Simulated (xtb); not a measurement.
xtb 6.7.1, GFN2-xTB: W(Cl)5(SiH3) ([SiH3][W]([Cl])([Cl])([Cl])([Cl])[Cl]), 10 atoms. The geometry is a generated start, not checked to be a minimum at this level.

```yaml
method: GFN2-xTB
"--acc": 1 (default)
"--etemp (K)": 300 (default)
detailed input (--input): "none: ANC optimiser, Lindh (1995) Hessian, microcycle=20, maxdispl=1.0, hlow=0.01 (default)"
basis_functions: 73
valence_electrons: 48
```

```xyz
10

W      0.3379     0.8496     0.2882
Cl     2.3997     0.3417    -0.4661
Cl     1.0841     3.0079     1.0678
Cl    -0.1737     1.7482    -1.7260
Cl     0.8738     0.0039     2.3314
Cl    -1.7420     1.4059     1.0640
Si    -0.5201    -1.3602    -0.4662
H     -0.2929    -2.5562     0.3829
H      0.0013    -1.9044    -1.7473
H     -1.9682    -1.5363    -0.7288
```

Charge 0 and multiplicity 1 are set for this test and not shown to be the ground state.

The structure is relaxed from this start with --opt LEVEL for the levels crude, sloppy, loose, lax, normal, tight, vtight, extreme, once each. Up to the end of the extreme run atoms move by at most 0.91 Å along an axis.

Problem. What is the loosest level that ends within 20 meV of the extreme run, and how many cycles does it take?

Solution. normal: 55 cycles against 65, ending 0.35 meV above.

```
level    cycles  energy above the extreme run (meV)  gradient norm (eV/Å)
-------  ------  ----------------------------------  --------------------
crude         1                                 210                 0.085
sloppy        1                                 210                 0.085
loose         1                                 210                 0.085
lax           1                                 210                 0.085
normal       55                                0.35                0.0072
tight        56                                0.33                0.0096
vtight       65                          under 0.01               0.00084
extreme      65                                   —               0.00084
```
